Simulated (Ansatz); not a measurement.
The parent structure is MgTe in the wurtzite structure (space group P6_3mc, No. 186; a = 4.608 Å, c = 7.501 Å). Axes: x lies along a and z along c of the hexagonal cell.

All numbers come from PBE in Ansatz (plane waves to 420 eV, PAW, no spin-orbit coupling).

For the base:

The shortest interatomic distance is 5.324 bohr.

Modification: the cell is stretched by 2.55 % along z with no lateral relaxation, atoms relaxed at fixed cell.

Task: What does the calculation give for the energy relative to the base, stress, shortest interatomic distance and largest internal atomic displacement after the change?

Result: The energy goes up by 3.9 meV/atom; the stress (xx, yy, zz, yz, xz, xy; compression positive) comes out as (-0.53, -0.53, -1.39, 0.00, 0.00, 0.00) GPa; the shortest interatomic distance goes up by 0.0363 bohr, from 5.324 bohr to 5.361 bohr; the largest internal atomic displacement comes out as 0.017 Å.

The cells carry an imposed strain or load. Stability against distortions was not tested.

Ansatz is a first-principles code.
